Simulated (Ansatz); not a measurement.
Consider TiO$_{2}$ in the anatase structure (space group I4_1/amd, No. 141; a = 3.739 Å, c = 9.455 Å). Axes: x, y, z lie along a, b, c of the conventional cell.

Method: LDA (Ansatz, a quantum-chemistry and plane-wave program, PAW, scalar-relativistic without spin-orbit coupling).

Before the change:

The volume per atom comes out as 11.02 Å³ and the smallest direct gap comes out as 2.44 eV.

Now apply this change: compressive biaxial strain of 3.00 % in the plane normal to [001], as in epitaxy on a mismatched substrate; the out-of-plane cell vector and the atoms relax.

**Question.** Estimate the effect on the energy relative to the base.

**Answer.** The energy grows by 18 meV/atom.

**Question.** What does the calculation give for the volume per atom after the change?

**Answer.** The volume per atom shrinks by 0.113 Å³, from 11.02 Å³ to 10.90 Å³.

**Question.** What happens to the smallest direct gap?

**Answer.** The smallest direct gap increases by 0.27 eV, from 2.44 eV to 2.71 eV.

**Question.** How does this affect the in-plane stress?

**Answer.** The mean in-plane stress (compression positive) is +8.5 GPa.

Whether these cells are dynamically stable was not tested. All final runs are without spin polarisation.
